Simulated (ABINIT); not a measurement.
ABINIT run on ScAg4 (I4/m, 5 atoms in the cell): self-consistent single point.

Method of the run: LDA (PW92), norm-conserving pseudopotentials (PseudoDojo nc-sr-04 LDA standard) (plane waves; ABINIT).

The change in words: lattice scaled by 0.98. Reference geometry:
```yaml
crystal:
  lattice:
    - [-3.30061, 3.30061, 2.04162]
    - [3.30061, -3.30061, 2.04162]
    - [3.30061, 3.30061, -2.04162]
  atoms:
    - { symbol: Sc, position: [0.00000, 0.00000, 0.00000] }
    - { symbol: Ag, position: [0.19961, 0.59963, 0.79924] }
    - { symbol: Ag, position: [0.80039, 0.40037, 0.20076] }
    - { symbol: Ag, position: [0.59963, 0.80039, 0.40002] }
    - { symbol: Ag, position: [0.40037, 0.19961, 0.59998] }
```

Reference input (self-consistent single point, DFT, LDA (PW92), plane waves, norm-conserving pseudopotentials (PseudoDojo nc-sr-04 LDA standard)): pseudos = [Sc.upf, Ag.upf]; ecut = 43 Ha; occopt = 3; tsmear = 0.00367493 Ha; ngkpt = 6 6 6; nshiftk = 1; shiftk = 0 0 0; potentials = PseudoDojo nc-sr-04 LDA standard; nband = 55; kptopt = 1; nstep = 50; tolvrs = 1e-10. This run's input differs from it in these lines:

```diff
@@ -5,5 +5,5 @@
 rprim
-        -6.2372489442    6.2372489442    3.8581120992
-         6.2372489442   -6.2372489442    3.8581120992
-         6.2372489442    6.2372489442   -3.8581120992
+        -6.1125043433    6.1125043433    3.7809489123
+         6.1125043433   -6.1125043433    3.7809489123
+         6.1125043433    6.1125043433   -3.7809489123
 natom 5
```

The program printed (abridged):

```
--- !BeginCycle
solver: {iscf: 7, nstep: 50, nline: 4, wfoptalg: 0, }
tolerances: {tolvrs: 1.00E-10, }
...

     iter   Etot(hartree)      deltaE(h)  residm     vres2
 ETOT  1  -667.36519253039    -6.674E+02 2.233E-01 4.748E+03
 ETOT  2  -667.64712344756    -2.819E-01 2.705E-02 7.765E+03
 ETOT  3  -668.33839436704    -6.913E-01 1.907E-02 3.262E+02
 ETOT  4  -668.35409059663    -1.570E-02 1.102E-02 7.051E+01
 ETOT  5  -668.35959517719    -5.505E-03 2.404E-03 9.944E-01
   [... 3 lines left out ...]
 ETOT  9  -668.35966011126    -1.514E-08 3.977E-04 6.461E-05
 ETOT 10  -668.35966011571    -4.448E-09 6.770E-04 3.410E-07
 ETOT 11  -668.35966011574    -2.922E-11 9.250E-05 1.950E-10
 ETOT 12  -668.35966011573     7.958E-12 1.768E-04 5.632E-13
 At SCF step   12       vres2   =  5.63E-13 < tolvrs=  1.00E-10 =>converged.

 Cartesian components of stress tensor (hartree/bohr^3)
  sigma(1 1)=  5.02656375E-05  sigma(3 2)=  0.00000000E+00
  sigma(2 2)=  5.02656375E-05  sigma(3 1)=  0.00000000E+00
  sigma(3 3)=  5.95113806E-05  sigma(2 1)=  0.00000000E+00

 ----iterations are completed or convergence reached----

 reduced coordinates (array xred) for    5 atoms
       0.000000000000      0.000000000000      0.000000000000
       0.199610000000      0.599630000000      0.799240000000
       0.800390000000      0.400370000000      0.200760000000
       0.599630000000      0.800390000000      0.400020000000
       0.400370000000      0.199610000000      0.599980000000
 cartesian forces (eV/Angstrom) at end:
    1     -0.00000000000000    -0.00000000000000    -0.00000000000000
   [... lines left out ...]
 Fermi (or HOMO) energy (hartree) =   0.40911   Average Vxc (hartree)=  -0.47832
 Fermi (or HOMO) energy (eV) =  11.13256   Average Vxc (eV)= -13.01565
   [... lines left out ...]
total_energy        : -6.68359660115730E+02
total_energy_eV     : -1.81869912679483E+04
band_energy         : -5.85639465300307E+01
...

-Cartesian components of stress tensor (GPa)         [Pressure= -1.5695E+00 GPa]
- sigma(1 1)=  1.47886587E+00  sigma(3 2)=  0.00000000E+00
- sigma(2 2)=  1.47886587E+00  sigma(3 1)=  0.00000000E+00
- sigma(3 3)=  1.75088497E+00  sigma(2 1)=  0.00000000E+00

 Calculation completed.
```

The run converged in 12 iterations. Against the reference run the free energy drops by 31.8 meV/atom, the pressure goes from -7.79 to -1.57 GPa and the largest force goes from 0.004 to 0.010 eV/Å.

The starting cell comes from a database of computed structures (which also holds hypothetical and non-ambient phases and stackings), without a prior relaxation at this level. For this run, on top of that: lattice scaled by 0.98.

Cost on one core of a shared machine: roughly 9 min.
